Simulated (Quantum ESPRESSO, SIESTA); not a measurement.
A Quantum ESPRESSO input for a self-consistent single point of TaAs (I4_1md, 4 atoms in the cell) (DFT, LDA (PZ), plane waves, PSlibrary PAW (LDA) pseudopotentials):

```fortran
&CONTROL
    calculation = 'scf',
    prefix = 'pwscf',
    outdir = './tmp',
    pseudo_dir = './',
    tprnfor = .true.,
    tstress = .true.,
/
&SYSTEM
    ibrav = 0,
    nat = 4,
    ntyp = 2,
    ecutwfc = 50,
    ecutrho = 300,
    occupations = 'smearing',
    smearing = 'gauss',
    degauss = 0.0073499,
/
&ELECTRONS
    conv_thr = 1.0e-11,
/
ATOMIC_SPECIES
Ta   180.9479  Ta.pz-spn-kjpaw_psl.1.0.0.UPF
As    74.9216  As.pz-n-kjpaw_psl.1.0.0.UPF
ATOMIC_POSITIONS {crystal}
Ta    0.49997000    0.99997000    0.50000000
Ta    0.74997000    0.74997000    0.00000000
As    0.08263000    0.58263000    0.50000000
As    0.33263000    0.33263000    0.00000000
K_POINTS {automatic}
8 8 8  0 0 0
CELL_PARAMETERS {bohr}
  -3.20495283     3.20495283    10.92246771
   3.20495283    -3.20495283    10.92246771
   3.20495283     3.20495283   -10.92246771
```

Q: Write the same calculation as an input for SIESTA.

A: This is the input that was run; spellings and numerical settings could be chosen otherwise.

```
# files in the folder: Ta.psml As.psml (PseudoDojo LDA standard)
SystemName  TaAs
SystemLabel siesta

NumberOfAtoms                4
NumberOfSpecies              2
%block ChemicalSpeciesLabel
  1 73 Ta
  2 33 As
%endblock ChemicalSpeciesLabel
LatticeConstant              6.257814 Ang
%block LatticeVectors
    -0.271019241    0.271019241    0.923632598
     0.271019241   -0.271019241    0.923632598
     0.271019241    0.271019241   -0.923632598
%endblock LatticeVectors
AtomicCoordinatesFormat      Bohr
%block AtomicCoordinatesAndAtomicSpecies
     3.204952831    0.000000000   10.921812364  1
     0.000000000   -0.000000000   16.383046220  1
     3.204952831    0.000000000    1.805047014  2
     0.000000000   -0.000000000    7.266280870  2
%endblock AtomicCoordinatesAndAtomicSpecies

XC.functional                LDA
XC.authors                   PW92
PAO.BasisSize                DZP
PAO.EnergyShift              0.01 Ry
MeshCutoff                   300 Ry
%block kgrid.MonkhorstPack
    8   0   0  0.0
    0   8   0  0.0
    0   0   8  0.0
%endblock kgrid.MonkhorstPack
OccupationFunction           MP
OccupationMPOrder            0
ElectronicTemperature        100.0 meV

MaxSCFIterations             150
SCF.Mixer.Method             Broyden
SCF.Mixer.Weight             0.2
SCF.Mixer.History            6
SCF.DM.Tolerance             1.0E-04
Diag.ParallelOverK           true
WriteForces                  true
Charge.Mulliken              end
```

Basis, cutoffs, solver keys and any potentials are the target program's own. This input uses DFT, LDA PW92, numerical atomic orbitals DZP, PseudoDojo LDA standard norm-conserving potentials (rewritten from UPF to PSML). LDA parametrisations can differ slightly between programs.

The starting cell comes from a database of computed structures (which also holds hypothetical and non-ambient phases and stackings), without a prior relaxation at this level. Its lattice was rescaled by a random factor within 2.5 % of one.
